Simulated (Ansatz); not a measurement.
# SnSe in the GeS type structure (space group Pnma, No. 62; layered, stacked along the Cartesian x axis)

```cif
data_Se4Sn4
_chemical_formula_sum 'Sn4 Se4'
_space_group_name_H-M_alt 'P 1'
_space_group_IT_number 1
_cell_length_a 11.49228
_cell_length_b 4.16900
_cell_length_c 4.38457
_cell_angle_alpha 90.000
_cell_angle_beta 90.000
_cell_angle_gamma 90.000
loop_
_space_group_symop_operation_xyz
  'x, y, z'
loop_
_atom_site_label
_atom_site_type_symbol
_atom_site_fract_x
_atom_site_fract_y
_atom_site_fract_z
_atom_site_occupancy
Sn1 Sn 0.11791 0.25000 0.09481 1
Sn2 Sn 0.38209 0.75000 0.59481 1
Sn3 Sn 0.88209 0.75000 0.90519 1
Sn4 Sn 0.61791 0.25000 0.40519 1
Se1 Se 0.85700 0.25000 0.47762 1
Se2 Se 0.64300 0.75000 0.97762 1
Se3 Se 0.14300 0.75000 0.52238 1
Se4 Se 0.35700 0.25000 0.02238 1
```

Calculations: PBE-D3(BJ) (Ansatz, a quantum-chemistry and plane-wave program, PAW, no SOC), earlier PAW set. k-mesh 3×8×8 (Γ-centred); smearing 0.05 eV (Fermi–Dirac).

The volume per atom is 26.26 Å³, the density is 6.25 g/cm³ and the band gap is 0.46 eV (uncertain: the edges found on the path are not clean extrema). The total energy is -5747.483 eV/atom (σ→0; compares only within this code and set-up).

Stability against distortions was not tested. The D3 term's C6 switches between coordination references near this geometry, which can add small steps to energies.
